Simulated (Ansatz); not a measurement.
**CdCu2GeSe4: transverse stress against strain**

CdCu2GeSe4 (I-42m, 22.624 Å³/atom and stress up to 0.01 GPa in the relaxed cell, c along z) under a strain ε along a (axis x), the other axes held. PBEsol in Ansatz, a plane-wave DFT program (PAW, default set), 420 eV, 8×8×8 Γ-centred mesh, Fermi-Dirac smearing 0.05 eV; ions are relaxed, or left where forces stay under 0.02 eV/Å, within the symmetry of each cell. Stress is positive for a compressed cell.

Here s stands for strain and y for stress zz.

| strain (%) | stress zz (GPa) |
|---|---|
| -3.00 | ? |
| -1.50 | 0.87 |
| -0.75 | 0.42 |
| 0.00 | 0.00 |
| 0.75 | -0.41 |
| 1.50 | -0.80 |

Taking a straight line for y over the 5 complete rows: Means: s 0, y 0.016. About the means, the sum of products is -3.1275 and the sum of squares of s is 5.6250; the slope is their ratio. Least squares gives y = 0.016 - 0.5560·s. Residuals (row less fit): 0.020, -0.013, -0.016, -0.009, 0.018; standard error 0.020 (degrees of freedom: 3). The slope gives the elastic constant C13 = 55.6 ± 0.9 GPa (± standard error of the fit, which holds the terms cut off).

Task: Predict the withheld y at s = -3.00 from the fit, and compare with the calculation.

Result: y = 0.016 - 0.5560 × (-3.00) = 1.684 GPa. The calculation gives 1.84 GPa, 0.156 GPa above the prediction (5.9 % of the range of y in the table). The row lies outside the fitted rows, so this is an extrapolation. From the scatter of the fitted rows alone, a prediction at this place has a standard error of 0.034 GPa, so the miss is 4.6 times that.

A polynomial of degree 2 through the 8 other runs of the series gives 1.84 there, so most of the miss is curvature that the fit leaves out. This level leaves no gap over 0.05 eV at strain -1.50, -0.75, 0.00, 0.75, 1.50 %. The start is a measured cell from the literature; how it stands against other phases or cation orders wasn't checked. Rows are the converged runs of the series near zero and its far end; series whose fitted rows scatter by over a few per cent of the range, as at a crossing or softening among them, aren't shown in this form, nor equations of state whose B0' disagrees with the runs' pressures. Most that stay on the fit to the last digits aren't either.
